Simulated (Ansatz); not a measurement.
# A computed series for Al: response to strain

Take Al in the fcc (Cu type) structure (space group Fm-3m, No. 225; a = 3.9937 Å; relaxed with 0.1 eV smearing) as the base.

Strains are applied to the cell and any free atomic positions relax.

Level of theory: DFT with r2SCAN, PAW potentials and a 500 eV plane-wave cutoff in Ansatz (an electronic-structure program), no spin-orbit coupling.

Notes on the quantities. energy relative to the base: free energy F.

```csv
variant,pressure,energy relative to the base,shortest interatomic distance
base,0.0 GPa,0 meV/atom,2.824 Å
isotropic strain −3.00 %,10.3 GPa,+41 meV/atom,2.739 Å
isotropic strain −2.50 %,8.3 GPa,+28 meV/atom,2.753 Å
isotropic strain −2.00 %,6.4 GPa,+18 meV/atom,2.767 Å
isotropic strain −1.50 %,[?],[?],2.782 Å
isotropic strain −1.00 %,3.0 GPa,+4.3 meV/atom,2.796 Å
isotropic strain −0.50 %,1.4 GPa,+1.0 meV/atom,2.810 Å
```

Some entries are withheld; estimate them.


- isotropic strain −1.50 %, pressure: 4.6 GPa
- isotropic strain −1.50 %, energy relative to the base: +9.8 meV/atom

No phonon test of stability was made.
